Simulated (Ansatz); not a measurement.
Effective masses and thermopower of ZnO under load (space group P6_3mc)

Consider the following.

```yaml
crystal:
  lattice:
    - [3.24680, 0.00000, 0.00000]
    - [-1.62340, 2.81181, 0.00000]
    - [0.00000, 0.00000, 5.24202]
  atoms:
    - { symbol: Zn, position: [0.33333, 0.66667, 0.99803] }
    - { symbol: Zn, position: [0.66667, 0.33333, 0.49803] }
    - { symbol: O, position: [0.33333, 0.66667, 0.37697] }
    - { symbol: O, position: [0.66667, 0.33333, 0.87697] }
```

Calculation: r2SCAN with spin-orbit coupling, rigid bands (plane waves, PAW; Ansatz, a quantum-chemistry and plane-wave program). Condition of this run: hydrostatic pressure of -2.2 GPa (compression positive) (the target of the relaxation). Geometry: cell and atoms relaxed with PBEsol, then loaded as said.

```json
{
 "band_gap": "1.20 eV",
 "electron conductivity mass (300 K, dilute)": "0.20 mₑ",
 "hole conductivity mass (300 K, dilute)": "1.84 (x), 1.84 (y), 2.8 (z) mₑ",
 "effective density of states N_c (300 K)": "2.3e18 cm⁻³",
 "effective density of states N_v (300 K)": "7.9e19 cm⁻³",
 "density_of_states_mass_electrons": "0.20 mₑ",
 "density_of_states_mass_holes": "2.1 mₑ",
 "Seebeck coefficient, n-type 1e19 cm⁻³, 300 K": "-115 μV/K",
 "best n-type power factor at 300 K for τ = 10 fs (best axis; densities from 1e16 to 1e21 cm⁻³ tried, whether or not they can be reached)": "1.76 μW/(cm·K²) at 1e19 cm⁻³",
 "Seebeck coefficient, p-type 1e19 cm⁻³, 300 K": "435 μV/K"
}
```

Rigid bands; masses and Seebeck coefficients take one relaxation time τ for all states and one kind of carrier; polarons and phonon drag are left out. Geometry: cell and atoms relaxed with PBEsol.
